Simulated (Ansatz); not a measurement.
# InP (R3m): band-edge transport data

Data:

```
CELL_PARAMETERS angstrom
      0.04278     2.98504     2.98504
      2.98504     0.04278     2.98504
      2.98504     2.98504     0.04278
ATOMIC_POSITIONS crystal
  In 0.00112 0.00112 0.00112
  P  0.24888 0.24888 0.24888
```

These are r2SCAN with spin-orbit coupling, rigid bands (plane waves, PAW; Ansatz, a first-principles code) values and carry that method's errors. Condition of this run: uniaxial stress along [111] of -2 GPa (compression positive) (the target of the relaxation). How the cell was made: cell and atoms relaxed with r2SCAN, then loaded as said.

* **band gap**: 0.88 eV
* **electron conductivity mass (300 K, dilute)**: 0.080 mₑ
* **hole conductivity mass (300 K, dilute)**: 0.49 mₑ
* **effective density of states N_c (300 K)**: 5.1e17 cm⁻³
* **effective density of states N_v (300 K)**: 1.3e19 cm⁻³
* **density-of-states mass, electrons**: 0.074 mₑ
* **density-of-states mass, holes**: 0.64 mₑ
* **Seebeck coefficient, n-type 1e19 cm⁻³, 300 K**: -54 μV/K
* **Seebeck coefficient, p-type 1e19 cm⁻³, 300 K**: 293 μV/K
* **best p-type power factor at 300 K for τ = 10 fs (best axis; densities from 1e16 to 1e21 cm⁻³ tried, whether or not they can be reached)**: 10.7 μW/(cm·K²) at 3e20 cm⁻³

Rigid bands; masses and Seebeck coefficients take one relaxation time τ for all states and one kind of carrier; polarons and phonon drag are left out.
